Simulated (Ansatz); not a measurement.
The starting structures come from a database of crystals and need not be the phases stable at ambient conditions.

Evanescent states of MgS (P6_3mc, wurtzite, not sure to be the ambient phase, 4 atoms a cell, 22.7 Å³ an atom) along the normal of (100)

Computed with r2SCAN (plane waves, PAW; Ansatz, a program for electronic structure).

The gap is the functional's own, uncorrected, and κ follows it; spin-orbit coupling is left out. Mid-gap values are interpolated between the computed energies.

Energies count from the valence-band top; κ is the least over a 8×6 mesh across the current.

```
E (eV)  κ (1/Å)  where
------  -------  -----
0.10      0.147      Γ
0.30      0.186      Γ
0.50      0.214      Γ
0.70      0.234      Γ
0.90      0.250      Γ
1.10      0.261      Γ
1.30      0.269      Γ
1.50      0.275      Γ
1.70      0.278      Γ
1.90      0.279      Γ
2.10      0.278      Γ
2.30      0.274      Γ
2.50      0.268      Γ
2.70      0.260      Γ
2.90      0.249      Γ
3.10      0.235      Γ
3.30      0.217      Γ
3.50      0.194      Γ
3.70      0.164      Γ
3.90      0.122      Γ
4.10      0.034      Γ
```

**Question.** How thick must the barrier be to attenuate the transmission by 10^4 when the electrodes' Fermi level lies at 3.90 eV, and what attenuation does that film give at 2.90 eV?

**Answer.** d = 4 ln 10 / (2 × 0.122) = 37.7 Å. At 2.90 eV it gives 4 × 0.249/0.122 = 8.2 decades.
